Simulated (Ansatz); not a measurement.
Take Ti₃Al (space group P6_3/mmc, No. 194; a = 5.756 Å, c = 4.655 Å) as the base. Axes: x lies along a and z along c of the hexagonal cell.

The values are results of PBE, PAW, 420 eV (Ansatz, an electronic-structure program; without spin-orbit coupling), not measurements.

Strains are applied to the cell and any free atomic positions relax; under biaxial strain the out-of-plane vector relaxes too.

One change was made to it. Results:

```json
[
 {"quantity": "pressure (mean of the normal stresses, compression positive)", "base": "0.0 GPa", "after": "7.9 GPa"},
 {"quantity": "energy relative to the base (free energy F)", "base": "0 meV/atom", "after": "+47 meV/atom"},
 {"quantity": "volume per atom", "base": "16.69 Å³", "after": "15.69 Å³"}
]
```

Problem. Which of these changes matches the shifts?
A) isotropic strain +0.49 %
B) biaxial strain −4.07 %, plane normal [001], relaxed out of plane
C) biaxial strain −1.35 %, plane normal [001], relaxed out of plane
D) isotropic strain +5.44 %

Solution. B, biaxial strain −4.07 %, plane normal [001], relaxed out of plane. For comparison, the energy relative to the base in the other runs: isotropic strain +0.49 % gives +1.3 meV/atom; isotropic strain +5.44 % gives +137 meV/atom; biaxial strain −1.35 %, plane normal [001], relaxed out of plane gives +4.7 meV/atom.

No phonon test of stability was made. All final runs are without spin polarisation.
